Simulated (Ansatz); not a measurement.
Consider CdS in the zinc blende structure (space group F-43m, No. 216; a = 5.757 Å). Axes: x, y, z lie along the cube axes.

Computed with LDA in Ansatz (plane waves to 420 eV, PAW, no spin-orbit coupling).

For the base:

The valence-band top at Γ is 0.00, 0.00, 0.00 eV.

Now apply this change: the cell is stretched by 1.00 % along z with no lateral relaxation; the atoms relax in the strained cell.

Q: Estimate the effect on the energy relative to the base, stress and valence-band top at Γ.

A: The energy rises by 0.6 meV/atom; the stress (xx, yy, zz, yz, xz, xy; compression positive) is (-0.59, -0.59, -0.81, 0.00, 0.00, 0.00) GPa; the valence-band top at Γ (three highest levels, from the VBM) becomes 0.00, 0.00, -0.03 eV (base: 0.00, 0.00, 0.00 eV).

The levels and masses belong to the bands next to the band gap. No phonon test of stability was made.

Ansatz is a program for electronic structure.
